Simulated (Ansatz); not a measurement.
# PbSb2Te4, carrier doping

Base system: PbSb$_{2}$Te$_{4}$ (space group R-3m, No. 166; a = 4.352 Å, c = 41.133 Å (hexagonal axes); a cell from a computed database, its experimental status unchecked).

Carriers are added at fixed cell with a uniform background; the Fermi–Dirac width is that of 300 K.

The values are results of PBE-D3(BJ)/PAW in Ansatz (a first-principles code), scalar-relativistic without spin-orbit coupling, not measurements.

Notes on the quantities. Fermi level from band edge: Fermi level relative to the doped band's edge (positive inside the band; to 0.05 eV).

| change | Fermi level from band edge | gap between the host's bands | largest internal atomic displacement |
|---|---|---|---|
| undoped | – | 0.13 eV | – |
| electrons 2.0×10^21 cm⁻³ | +0.45 eV | 0.12 eV | 0.023 Å |
| electrons 7.0×10^21 cm⁻³ | +0.55 eV | 0.12 eV | 0.130 Å |
| holes 2.0×10^21 cm⁻³ | +0.60 eV | [?] | [?] |
| holes 7.0×10^21 cm⁻³ | [?] | 0.21 eV | 0.091 Å |

Task: Complete the table.

Result: 
- holes 2.0×10^21 cm⁻³, gap between the host's bands: 0.16 eV
- holes 2.0×10^21 cm⁻³, largest internal atomic displacement: 0.024 Å
- holes 7.0×10^21 cm⁻³, Fermi level from band edge: +0.80 eV

Charged cell with a jellium background: band edges are those of the host's band count, energies are not comparable with the neutral cell, and many-body gap narrowing is missing. Spin-orbit coupling, missing from the scalar runs, can matter with Pb, Sb and Te. Stability against distortions was not tested. The zero or small gap of PbSb2Te4 can change with the level of theory.
